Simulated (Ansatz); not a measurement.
## Tl: energy against strain

Tl (hcp, P6_3/mmc, 28.627 Å³/atom at rest, c along z) under a strain ε along c (axis z), the other axes held. PBEsol in Ansatz, a plane-wave DFT program (PAW, default set), 420 eV, 19×19×11 Γ-centred mesh, Fermi-Dirac smearing 0.10 eV; ions are relaxed within the symmetry of each cell.

Here s stands for strain and y for E less E0.

| strain (%) | E less E0 (meV/atom) |
|---|---|
| -1.50 | 1.03 |
| -1.00 | 0.37 |
| -0.50 | 0.04 |
| 0.00 | 0.00 |
| 0.50 | 0.22 |
| 1.00 | 0.67 |
| 1.50 | 1.34 |
| 3.00 | ? |

Fit y of the 7 rows that show it with a parabola. Least squares gives y = -0.003 + 0.1221·s + 0.5271·s². Residuals (row less fit): 0.030, -0.032, -0.028, 0.003, 0.030, 0.024, -0.026; standard error 0.035 (degrees of freedom: 4). Twice the quadratic coefficient over the volume, 2 × 0.5271 meV × 10⁴ × 0.1602 / 28.627 Å³, is the elastic constant C33 = 59 ± 1.7 GPa.

Q: What does the fit predict for y at s = 3.00, and how far is the calculated value from it?

A: y = -0.003 + 0.1221 × 3.0 + 0.5271 × 3.0² = 5.107 meV/atom. The calculation gives 4.59 meV/atom, 0.517 meV/atom below the prediction (11.3 % of the range of y in the table). The row lies outside the fitted rows, so this is an extrapolation. From the scatter of the fitted rows alone, a prediction at this place has a standard error of 0.133 meV/atom, so the miss is 3.9 times that.

One order more, fitted to all 13 runs of the series, follows each within 0.02, so the miss is the next term of a smooth law. In a metal these values are sensitive to mesh and smearing; energies are taken to zero smearing, stresses follow the free energy. Rows are the converged runs of the series near zero and its far end; series whose fitted rows scatter by over a few per cent of the range, as at a crossing or softening among them, aren't shown in this form. Most that stay on the fit to the last digits aren't either.
